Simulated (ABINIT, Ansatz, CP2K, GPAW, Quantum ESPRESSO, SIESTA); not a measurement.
Sn (I4_1/amd, 2 atoms in the cell) computed with different codes at matched settings

Self-consistent single point, at a second geometry (lattice scaled by 0.98). First geometry:

```yaml
crystal:
  lattice:
    - [-2.99512, 2.99512, 1.62921]
    - [2.99512, -2.99512, 1.62921]
    - [2.99512, 2.99512, -1.62921]
  atoms:
    - { symbol: Sn, position: [0.75000, 0.25000, 0.50000] }
    - { symbol: Sn, position: [0.00000, 0.00000, 0.00000] }
```

Shared settings, as Ansatz (a program for electronic structure) writes them: kpoints.mp_grid.grid = 8 8 8; scf.occupations.method = gaussian; scf.occupations.width = 0.05 eV. Potentials and cutoffs stand in the table.

```csv
code,model,ΔF from the first geometry (meV/atom),pressure (GPa),cutoff
Quantum ESPRESSO,"PBE, GBRV 1.5 ultrasoft (PBE) pseudopotentials",1.5,1.54,40 Ry
CP2K,"PBE, GPW, DZVP-MOLOPT-SR-GTH basis, GTH-PBE potentials (GTH_POTENTIALS)",13.6,2.85,grid 400 Ry
GPAW,"PBE, GPAW PAW datasets PBE (gpaw-data 1.0.1)",-0.5,1.38,600 eV
ABINIT,"PBE, norm-conserving pseudopotentials (PseudoDojo nc-sr-05 PBE standard)",1.5,1.59,36 Ha
Ansatz,"PBE, default PAW files",2.0,1.63,420 eV
SIESTA,"GGA PBE, numerical atomic orbitals DZP, PseudoDojo PBE standard norm-conserving potentials (rewritten from UPF to PSML)",9.8,2.48,grid 300 Ry
```

The spread over the programs that give each value: ΔF from the first geometry within 14.1 meV/atom; pressure within 1.47 GPa.

CP2K and SIESTA use small atom-centred bases, whose incompleteness enters pressures, forces and empty levels differently from a plane-wave cutoff. Ansatz's pressure is given at a fixed set of plane waves, as the other plane-wave codes print theirs; with its correction for the finite basis it is 1.66 GPa. In the pressure, CP2K (by 1.28) lies more than 1 GPa from the median of the plane-wave programs.

The starting cell comes from a database of computed structures (which also holds hypothetical and non-ambient phases and stackings), without a prior relaxation at this level. Its lattice was rescaled by a random factor within 2.5 % of one. For this run, on top of that: lattice scaled by 0.98.

Left out of this page: Elk and FLEUR (not drawn, or without a comparable value).

Keys are those of Ansatz 0.2.
